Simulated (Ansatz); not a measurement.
## Ansatz run on LuAu4 (I4/m, 5 atoms in the cell): self-consistent single point

Computed with LDA (PW92), default PAW files made with PBE (plane waves; Ansatz, an electronic-structure program).

Input as run:

Ansatz 0.2 input:
```yaml
crystal:
  lattice:
    - [-3.33299100, 3.33299100, 2.06012600]
    - [3.33299100, -3.33299100, 2.06012600]
    - [3.33299100, 3.33299100, -2.06012600]
  atoms:
    - { symbol: Lu, position_ang: [0.00000000, 0.00000000, 0.00000000] }
    - { symbol: Au, position_ang: [2.65859360, 1.33419630, 0.00000000] }
    - { symbol: Au, position_ang: [0.67439740, 1.99879470, 2.06012600] }
    - { symbol: Au, position_ang: [1.99879470, -0.67439740, 2.06012600] }
    - { symbol: Au, position_ang: [1.33419630, 4.00738840, -0.00000000] }
basis:
  ecutwfc: 420.0 eV
kpoints:
  mp_grid: { grid: [7, 7, 7] }
hamiltonian:
  xc: lda
  pseudopotentials: { kind: paw }
scf:
  occupations: { method: fermi_dirac, width: 0.1 eV }
output:
  forces: true
  eigenvalues: true
  stress: true
```

Output, abridged:

```
WARN ansatz: RAYON_NUM_THREADS=1 ignored (pool sized by the plan → 1); use --threads N
Pseudopotentials: kind: paw
Pseudopotential: Lu, paw, valence charge 25
Pseudopotential: Au, paw, valence charge 19
Crystal: 5 atoms, lattice volume = 91.542 Å³
Basis set: ecut = 420 eV, 1783 PW (Γ)
Bands: 61, of which v1, the nominal top of the filled ones, is band 51 counted from 1 (50 counted from 0)
Symmetry: 8 space group operations
Space group: I4/m (ITA 87), of the structure as read, at distance tolerance 4.5e-5 Å
k-points: 52 of 343
PAW frozen core: Lu, regenerated for the run's functional, and the local potential with it
PAW frozen core: Au, regenerated for the run's functional, and the local potential with it
Initial density: superposition of atomic densities (neutral atoms: chi_scale 0, normalization atom), corrected by the library's trained network
Initial wavefunctions: pseudopotential atomic-orbital guess
Eigensolver: davidson
Functional: x = slater, c = lda
SCF iter   1: F=—  HF=-65955.875467 eV  |F-HF|=—  |Δ(HF+E_count)|=         —  Δρ=7.02e-3  dr2=4.00e-2  ethr=1.77e-3  ⟨swp⟩=5.6  Hψ=13827  notcnv=0  defer=17
all-band conjugate gradients solve this SCF's bands
preconditioner: auto → Kerker (q_TF=auto, 2.773 Å⁻¹)
SCF iter   2: F=—  HF=-65955.865112 eV  |F-HF|=—  |Δ(HF+E_count)|=   1.04e-2  Δρ=3.37e-3  dr2=7.28e-3  ethr=3.96e-5  ⟨swp⟩=2.0  Hψ=6349  notcnv=0  defer=36
SCF iter   3: F=—  HF=-65955.863561 eV  |F-HF|=—  |Δ(HF+E_count)|=   1.55e-3  Δρ=8.93e-4  dr2=4.73e-4  ethr=7.21e-6  ⟨swp⟩=2.0  Hψ=4829  notcnv=0  defer=36
SCF iter   4: F=—  HF=-65955.863228 eV  |F-HF|=—  |Δ(HF+E_count)|=   3.33e-4  Δρ=6.02e-4  dr2=1.89e-4  ethr=4.68e-7  ⟨swp⟩=3.0  Hψ=6003  notcnv=0  defer=36
SCF iter   5: F=—  HF=-65955.863147 eV  |F-HF|=—  |Δ(HF+E_count)|=   8.08e-5  Δρ=2.27e-4  dr2=4.12e-5  ethr=1.87e-7  ⟨swp⟩=2.2  Hψ=5496  notcnv=0  defer=36
SCF iter   6: F=—  HF=-65955.863121 eV  |F-HF|=—  |Δ(HF+E_count)|=   2.66e-5  Δρ=8.74e-5  dr2=4.83e-6  ethr=4.08e-8  ⟨swp⟩=2.0  Hψ=5495  notcnv=0  defer=36
SCF iter   7: F=—  HF=-65955.863119 eV  |F-HF|=—  |Δ(HF+E_count)|=   1.77e-6  Δρ=1.65e-5  dr2=1.95e-7  ethr=4.78e-9  ⟨swp⟩=2.4  Hψ=5587  notcnv=0  defer=36
SCF iter   8: F=-65955.863119 eV  HF=-65955.863119 eV  |F-HF|=1.72e-9  |Δ(HF+E_count)|=   7.13e-8  Δρ=2.36e-6  dr2=3.63e-9  ethr=9.90e-11  ⟨swp⟩=12.4  Hψ=20808  notcnv=0
SCF 1 converged in 8 iterations: F = -65955.863119 eV  dr2 = 3.63e-9
SCF converged after 8 iterations
Free energy (F): -65955.863119 eV
Harris-Foulkes:  -65955.863119 eV  (|F-HF|=1.72e-9)
Internal energy: -65955.819156 eV  (E = F + TS)
E sigma→0 (E₀):  -65955.841137 eV
Entropy (-TS):   -0.043963 eV (-8.793 meV/atom)
Fermi energy:    19.604150 eV
--- Per-component energies (eV) ---
  E_band       = -789.599051
  E_kinetic    = 2840.266794
  E_local      = -13050.088379  (includes V_loc(G=0)·N_el)
  E_nonlocal   = 907.309940
  E_hartree    = 5497.795379
  E_xc         = -1125.953539
  E_vxc        = -1361.479985  (∫ρ·V_xc dr)
  E_paw        = -44827.745180  (= ΣΔE_a)
  E_vpaw       = -1121.205396  (= ΣTr[D̂ρ^β])
  E_aug_tail   = 0.005105  (compensation charges beyond the density's cutoff)
  E_ewald      = -16201.818781
  E_core_change = 4.409506  (= ΣΔE_core)
  E_smearing   = -0.043963  (= −TS)
  E_closure    = 0.000000  (closes the sum)
  Σ components = -65955.863119   (vs F -65955.863119, Δ=0.00e0)
--- Forces (eV/Å), atoms counted from 1 ---
  atom   1  Lu    -0.00000000     0.00000000     0.00000000
  atom   2  Au     0.00200759    -0.02320015     0.00000000
  atom   3  Au    -0.00200759     0.02320015     0.00000000
  atom   4  Au     0.02320015     0.00200759     0.00000000
  atom   5  Au    -0.02320015    -0.00200759     0.00000000
  max |Σ_I F_I| component: 1.39e-17 eV/Å
--- Stress (GPa, compression-positive) ---
       -6.309686       0.000000       0.000000
       -0.000000      -6.309686       0.000000
       -0.000000       0.000000      -6.845186
  P = ⅓ Tr σ = -6.4882 GPa (-64.882 kbar)
  The stress holds the Pulay correction. Without it, at fixed plane waves, as pw.x and ABINIT print it: P = -6.5319 GPa
--- Band table (eV; the first three rows and the last of 52) ---
  k-point 0: bands = ["-86.3518", "-86.3441", "-86.3439", "-86.3439", "-37.7075", "-37.6991", "-37.6924", "-37.6924", "-37.6747", "-37.6747", "-37.6714", "-37.6372", "-37.6275", "-37.6005", "-37.5730", "-37.5730", "-36.4143", "-7.1732", "-7.1732", [...]
  k-point 1: bands = ["-86.3515", "-86.3448", "-86.3438", "-86.3435", "-37.7102", "-37.6990", "-37.6943", "-37.6858", "-37.6857", "-37.6748", "-37.6588", "-37.6356", "-37.6270", "-37.6020", "-37.5777", "-37.5730", "-36.4138", "-7.1754", "-7.1726", [...]
  k-point 2: bands = ["-86.3507", "-86.3459", "-86.3437", "-86.3433", "-37.7155", "-37.7012", "-37.6952", "-37.6887", "-37.6778", "-37.6749", "-37.6450", "-37.6328", "-37.6247", "-37.6062", "-37.5899", "-37.5729", "-36.4127", "-7.1802", "-7.1713", [...]
  k-point 51: bands = ["-86.3477", "-86.3467", "-86.3458", "-86.3434", "-37.7225", "-37.7186", "-37.6887", "-37.6858", "-37.6654", "-37.6429", "-37.6338", "-37.6324", "-37.6260", "-37.6165", "-37.6136", "-37.5816", "-36.4096", "-7.1805", "-7.1804", [...]
```

The run converged in 8 iterations.

The starting cell comes from a database of computed structures (which also holds hypothetical and non-ambient phases and stackings), without a prior relaxation at this level. Its lattice was rescaled by up to half a per cent. Spin-orbit coupling is off. With a pressure of about -6 GPa the cell is away from its equilibrium volume at this level. Ansatz's pressure includes its estimate of the finite-basis (Pulay) stress.
